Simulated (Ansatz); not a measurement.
Base system: Si in the diamond structure (space group Fd-3m, No. 227; a = 5.4441 Å).

Modification: cell and atoms relaxed at a pressure of 50 GPa.

All numbers come from r2SCAN, PAW, 500 eV (Ansatz, an electronic-structure program; scalar-relativistic without spin-orbit coupling), earlier PAW set.

Base, band edges from the VBM (valence, conduction): X -3.00, 0.92; W -4.00, 4.59; L -1.27, 1.84; Γ 0.00, 2.74; K -2.55, 1.43; U -2.55, 1.43 eV.

Question: Give the band edges at the high-symmetry points of the new zone, measured from its valence-band maximum.

Answer: 
```
point  valence edge (eV)  conduction edge (eV)
-----  -----------------  --------------------
Γ                   0.00                  2.79
X                  -3.88                  0.19
U                  -3.30                  0.86
K                  -3.30                  0.86
L                  -1.54                  2.93
W                  -5.45                  4.53
```

The gap is 0.11 eV, indirect, Γ → Γ–X (88 % along).

Load acts through the strain it causes; cell and atoms are relaxed under it. No phonon test of stability was made. Measured, Si leaves this structure (for the β-tin structure) near 12 GPa (room temperature; as listed in arXiv:1906.07825). The zero or small gap of Si under pressure 50 GPa can change with the level of theory.
